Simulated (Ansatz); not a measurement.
Take HfN in the rock salt structure (space group Fm-3m, No. 225; relaxed with 0.1 eV smearing) as the base.

```
CELL_PARAMETERS angstrom
      0.00000     2.25092     2.25092
      2.25092     0.00000     2.25092
      2.25092     2.25092     0.00000
ATOMIC_POSITIONS crystal
  N  0.00000 0.00000 0.00000
  Hf 0.50000 0.50000 0.50000
```

Cartesian axes are those of the cell as printed.

The values are results of plane-wave PAW DFT at the PBEsol level (Ansatz, a first-principles code, 420 eV), no spin-orbit coupling, not measurements.

The change: the cell is stretched by 1.82 % along y with no lateral relaxation; the atoms relax in the strained cell.

Question: What does the calculation give for the energy relative to the base after the change?

Answer: The energy rises by 6.9 meV/atom.

Question: Predict the new stress.

Answer: The stress (xx, yy, zz, yz, xz, xy; compression positive) is (-1.9, -10.3, -1.9, 0.0, 0.0, 0.0) GPa.

No phonon test of stability was made. All final runs are without spin polarisation. An odd electron count without spin: HfN.
